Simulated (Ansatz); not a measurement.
Start from Nb in the bcc (W type) structure (space group Im-3m, No. 229; relaxed with 0.1 eV smearing).

```
Nb
1.0
   -1.62421     1.62421     1.62421
    1.62421    -1.62421     1.62421
    1.62421     1.62421    -1.62421
Nb
1
Direct
  0.00000   0.00000   0.00000
```

Cartesian axes are those of the cell as printed.

Method: DFT with LDA, PAW potentials and a 420 eV plane-wave cutoff in Ansatz (a first-principles code), scalar-relativistic without spin-orbit coupling.

For the base:

| Item | Value |
|---|---|
| Pressure | 0.0 GPa |

One thing is altered: uniaxial strain ε_zz = −3.00 %, all other strain components held at zero; the atoms relax in the strained cell.

Task: Predict the new pressure and energy relative to the base.

Result: The pressure (mean of the normal stresses, compression positive) goes from zero to 6.2 GPa; the energy rises by 14 meV/atom.

Whether these cells are dynamically stable was not tested. The final runs are not spin-polarised.
